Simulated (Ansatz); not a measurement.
The starting structures come from a database of crystals and need not be the phases stable at ambient conditions.

By PBEsol, the system below comes out a metal.

The ballistic (Sharvin) conductance counts the channels at the Fermi level: G/A = (e²/h) × channels of both spins per area.

Data:

```xyz
2
Lattice="2.7679 0.0000 0.0000 0.0000 3.9144 0.0000 0.0000 1.9572 1.9572" Properties=species:S:1:pos:R:3 pbc="T T T"
Be     0.0000     0.0000     0.0000
Rh     1.3839     1.9572     0.0000
```

The cell is taken as given; by PBEsol it stands under a pressure of -3.6 GPa.

The current flows along the normal of the first two printed cell vectors, the (110) plane of the conventional cell. No spin-orbit coupling; the value is a mean over 0.1 eV about the Fermi level.

### Question
State the ballistic conductance per area according to PBEsol (Ansatz, a first-principles code).

### Answer
1.4 × 10¹⁵ S/m² for both spins.
